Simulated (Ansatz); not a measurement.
We consider PbSnS₂ (Pmc2₁, No. 26, 8 atoms in the cell; start mp-1218951), described by PBEsol+SOC (Ansatz, a program for electronic structure, plane waves, PAW).

Run with plane-wave cutoff 520 eV, 8×8×4 k mesh (along the axes of the cell as run), Fermi–Dirac smearing 0.01 eV, PAW data made under PBE.

Cell (relaxed with PBE-D3(BJ)):

```
PbSnS2
1.0
    4.08438     0.00000     0.00000
    0.00000     4.24528     0.00000
    0.00000     0.00000    11.40874
Sn Pb S
2 2 4
Direct
  0.50000   0.36941   0.37497
  0.50000   0.63059   0.87497
  0.00000   0.14562   0.61417
  0.00000   0.85438   0.11417
  0.00000   0.22253   0.85994
  0.00000   0.77747   0.35994
  0.50000   0.30244   0.15093
  0.50000   0.69756   0.65093
```

Task: Estimate the band gap, smallest direct gap on the k points sampled and direct gap at Γ that the calculation returns.

Result: 
band gap: 0.41 eV (indirect)
smallest direct gap on the k points sampled: 0.55 eV
direct gap at Γ: 1.46 eV

Note: cell and atoms aren't relaxed at this level (pressure -1.0 GPa).

The computed numbers hold no vibrational or temperature effects.

A start named mp-… is a Materials Project structure, which need not be a measured phase.
